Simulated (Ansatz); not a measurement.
Functionals compared on a constructed model of the (111)A surface of 3C silicon carbide, Si-terminated, (√3x√3)R30° Al adatom at H3 (bottom of the slab: 3 H on 3 bottom sites), in Ansatz (plane waves, PAW). The structure was relaxed with PBE; the other rows are single points on it. Cutoff 420 eV (500 eV for r2SCAN). HSE06 used the coarser mesh 4x4x1.

Model: 28-atom slab, 11.0 Å thick at the start with caps and adatoms (thin: gaps and levels are the slab's own), 6x6x1 mesh, Fermi-Dirac 0.025 eV, dipole correction, 6 atoms held, the rest relaxed; symmetry of the start imposed; no spin, no spin-orbit, no U. It is one candidate, not shown to be the stable structure of the face. These notes are the PBE run's.

```tsv
functional	gap of the slab on its k-mesh (eV)	highest filled level below the top vacuum level (eV)	rough cost of the single point
PBE	1.23	4.34	–
r2SCAN	(withheld)	(withheld)	around 70 core-seconds (rough)
```

Question: Some entries are withheld; supply them.

Answer: 
- r2SCAN, gap of the slab on its k-mesh (eV): 1.40
- r2SCAN, highest filled level below the top vacuum level (eV): 4.46

Ansatz is an electronic-structure program.
